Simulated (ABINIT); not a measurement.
Equation of state of rock-salt PbSe (space group 225): energy against volume (ABINIT, LDA)

```
CELL_PARAMETERS angstrom
      0.00000     2.94099     2.94099
      2.94099     0.00000     2.94099
      2.94099     2.94099     0.00000
ATOMIC_POSITIONS crystal
  Pb 0.00000 0.00000 0.00000
  Se 0.50000 0.50000 0.50000
```

Method: LDA (PW92), norm-conserving pseudopotentials (PseudoDojo nc-sr-04 LDA standard) (plane waves; ABINIT). Settings: pseudos = [Pb.upf, Se.upf]; ecut = 112 Ry; ixc = 7; occopt = 3; tsmear = 0.01 eV; ngkpt = 9 9 9; nshiftk = 1; shiftk = 0 0 0; potentials = PseudoDojo nc-sr-04 LDA standard; nband = 21; kptopt = 1; nstep = 100; toldfe = 1e-09 Ha. The cell above is the first row's. The rows scale it uniformly. In all rows fractional positions and the k mesh are held. E is the free energy at the stated smearing, counted from the lowest row.

| V (Å^3/atom) | E (meV/atom) |
|---|---|
| 25.4378 | 33.64 |
| 25.9908 | 17.57 |
| 26.5438 | 6.98 |
| 27.0968 | 1.29 |
| 27.6498 | 0.00 |
| 28.2028 | 2.66 |
| 28.7557 | 8.87 |
| 29.3088 | 18.25 |
| 29.8617 | ? |

Taking the third-order Birch-Murnaghan form, a cubic in V^(-2/3) for E over the 8 complete rows: With u = V^(-2/3) - 0.110, the rows have u = 0.005615, 0.003969, 0.002381, 0.000846, -0.000637, -0.002071, -0.003459, -0.004803. Least squares gives E = 0.049 + 671.1·u + 936652·u² + 1645816·u³. Residuals (row less fit): 0.000, -0.001, 0.001, 0.002, -0.001, -0.002, 0.004, -0.001; standard error 0.002 (degrees of freedom: 4). Its minimum lies at u = -0.000359, so V0 = (0.109641)^(-3/2) = 27.54. There d²E/du² = 1870000 and d³E/du³ = 9875000, so B0 = (4/9) × 27.54^(-7/3) × 1870000 × 0.160218 = 58.1 GPa (the last factor turns the table's units into GPa), and B0' = 4 + (2/3) × 0.109641 × (9875000)/1870000 = 4.4. The program's pressures in the fitted runs (not shown) pass through zero at V = 27.54, 0.01 % from this V0.

Estimate the missing E (V = 29.8617); what did the run itself give?

u = -0.006106, so E = 0.049 + 671.1 × (-0.006106) + 936652 × (-0.006106)² + 1645816 × (-0.006106)³ = 30.498 meV/atom. The calculation gives 30.49 meV/atom, 0.008 meV/atom below the prediction (under 0.05 % of the range of E in the table). The row lies outside the fitted rows, so this is an extrapolation. From the scatter of the fitted rows alone, a prediction at this place has a standard error of 0.006 meV/atom, so the miss is 1.4 times that.

Carrying the step between the two nearest rows on in a straight line would have given 27.63, off by 2.86; series whose last step already gives the withheld value aren't shown. The scan was laid around a cell of about the measured size, scaled by a guess for this functional. The runs keep the symmetry of the cell, so they don't test it for distortions. Spin-orbit coupling is off. Cutoffs and mesh are single choices, not tested for convergence of this quantity. Series with a scatter that would blur these digits, or in which a gap closes, are not shown. Nor are scans whose minimum lies at an end fitted in this form.
